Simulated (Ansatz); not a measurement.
# Rock-salt ZrN: properties by level of theory

Reference values: lattice constant a 4.575 Å (measured, temperature not stated, no zero-point or thermal correction, relaxed epitaxial film; as tabulated in Mei et al., J. Vac. Sci. Technol. A 31, 061516 (2013)); bulk modulus 248 GPa (measured, room temperature, not corrected to a static lattice, our sources range from 215 to 248; as tabulated in Synthesis of Binary Transition Metal Nitrides, Carbides and Borides from the …).

| level (code) | equilibrium lattice constant a (Å) | bulk modulus B0 (GPa) |
|---|---|---|
| PBE (Ansatz) | 4.595 | [?] |
| PBEsol (Ansatz) | 4.552 | [?] |
| HSE06 (Ansatz) | 4.562 | 273 |
| PBE0 (Ansatz) | 4.562 | 274 |

Task: Some entries are withheld; supply them.

Result: 
- PBE (Ansatz, a quantum-chemistry and plane-wave program), bulk modulus B0 (GPa): 249
- PBEsol (Ansatz), bulk modulus B0 (GPa): 269

Ansatz's density-functional and Hartree–Fock values are scalar-relativistic unless marked +SOC, with PAW data made under PBE.
